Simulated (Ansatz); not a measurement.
The starting structures come from a database of crystals and need not be the phases stable at ambient conditions.

Inside the gap of an insulator the Bloch states are evanescent, with a wavenumber k + iκ along the transport direction.

Input:

```yaml
crystal:
  lattice:
    - [6.23719, 0.00000, 0.00000]
    - [-3.11860, 7.49763, 0.00000]
    - [3.11860, 0.00000, 9.20078]
  atoms:
    - { symbol: Ba, position: [0.93126, 0.01008, 0.66220] }
    - { symbol: Ba, position: [0.58338, 0.98992, 0.33780] }
    - { symbol: Ba, position: [0.17118, 0.48992, 0.16220] }
    - { symbol: Ba, position: [0.84346, 0.51008, 0.83780] }
    - { symbol: Ba, position: [0.50103, 0.50000, 0.50000] }
    - { symbol: Ba, position: [0.25103, 0.00000, 0.00000] }
    - { symbol: P, position: [0.91317, 0.34538, 0.50604] }
    - { symbol: P, position: [0.07383, 0.65462, 0.49396] }
    - { symbol: P, position: [0.81779, 0.15462, 0.00604] }
    - { symbol: P, position: [0.66921, 0.84538, 0.99396] }
    - { symbol: P, position: [0.00045, 0.80482, 0.34860] }
    - { symbol: P, position: [0.54423, 0.19518, 0.65140] }
    - { symbol: P, position: [0.44563, 0.69518, 0.84860] }
    - { symbol: P, position: [0.59905, 0.30482, 0.15140] }
```

Space group of this cell: Fdd2. The cell is taken as given; by PBEsol its mean pressure is -2.2 GPa.

Transport runs along the normal of the first two printed cell vectors.

The gap is the functional's own, uncorrected, and κ follows it; spin-orbit coupling is left out. Mid-gap values are interpolated between the computed energies.

### Question
State the band gap and the smallest decay constant κ at mid-gap according to PBEsol (Ansatz, an electronic-structure program).

### Answer
Gap 0.45 eV on a 6×6×6 mesh; κ = 0.147 1/Å, at (0.000, 0.500) of the in-plane reciprocal vectors. At the zone centre, at the nearest computed energy, the slowest state has κ = 0.21 1/Å.
